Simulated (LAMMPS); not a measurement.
LAMMPS 22 Jul 2025, classical MD, Tersoff (Si.tersoff): Si, 216000 atoms.

```text
units metal
atom_style atomic
read_data unit.data
replicate 30 30 30
pair_style tersoff
pair_coeff * * Si.tersoff Si
velocity all create 1600 4928 dist gaussian loop geom
fix 1 all nve
fix 2 all langevin 800 800 0.04 9876 zero yes
timestep 0.001
thermo 100
run 300
reset_timestep 0
write_restart start.rst
```

```text
read_restart start.rst
pair_style tersoff
pair_coeff * * Si.tersoff Si
neighbor 2.0 bin
neigh_modify every 1 delay 0 check no
fix 1 all nve
timestep 0.001
thermo_style custom step temp pe etotal press
thermo_modify format float %.10g
thermo 100
group probe id 1:48
dump probe probe custom 1000000 forces.txt id fx fy fz
dump_modify probe sort id format float %.8g
run 400
```

```bash
# ahead of the timed run: OMP_NUM_THREADS=1 mpirun -np 48 lmp -in in.warm -log none -nocite
OMP_NUM_THREADS=1 mpirun -np 32 lmp -in in.lmp -log log.lammps -nocite
```

It runs on a single node (Arm Neoverse V2, 96 cores on 1 socket, no SMT, 1 L3 cache group; 94 cores' worth of CPU time may be used).

On 32 ranks this takes 6.8 s. Times are wall-clock medians of two to five runs, from launch to exit, with nothing else on the machine. Processes are pinned to neighbouring cores unless said otherwise. Build: PyPI wheel: MPICH, OPENMP and OPT packages. Other compilers and libraries give other times. Scratch files lie in a memory file system. A preparatory run goes ahead and isn't timed.

Problem. Make this run faster without changing its result beyond 1.0 meV/atom in energy, 10 meV/Å in forces on 48 atoms, 0.20 meV an atom in drift of the total energy. Keep to 32 cores.

Solution. Several could match; the one computed here: going from neigh_modify = every 1 delay 0 check no to neigh_modify = every 10 delay 0 check yes, one of the fastest of the measured ones that keep the result.

```diff
-neigh_modify every 1 delay 0 check no
+neigh_modify every 10 delay 0 check yes
```

Time: 6.8 s to 4.0 s (1.7× as fast). Rebuilds go from 400 to 6, Neigh from 2.8 to 0.042 s and Pair from 3.6 to 3.6 s. These two results differ by: energy equal as printed, forces on 48 atoms equal as printed, drift of the total energy equal as printed. Others tried: neigh_modify = every 1 delay 10 check yes (4.0 s); neigh_modify = every 1 delay 0 check yes (4.0 s).
